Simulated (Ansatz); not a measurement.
Base system: YPd3 in the Cu3Au type structure (space group Pm-3m, No. 221; a = 4.057 Å; relaxed with 0.1 eV smearing). Axes: x, y, z lie along the cube axes.

Method: Ansatz (a program for electronic structure), PBEsol, PAW, cutoff 420 eV, no spin-orbit coupling.

A first run, uniaxial strain ε_yy = +1.88 %, gives secant values C11 ≈ 200 GPa and C12 ≈ 110 GPa from its stress. A second run applies isotropic strain −1.11 %.

**Question.** What does linear elasticity predict for the bulk modulus −ΔP/(ΔV/V₀) in the second run, and what does the run give?

**Answer.** Linear elasticity: (C11 + 2 C12)/3 = 140 GPa. The run gives 160 GPa; any difference comes from nonlinear terms at these strains and numerical noise.

No phonon test of stability was made. The final runs are not spin-polarised.
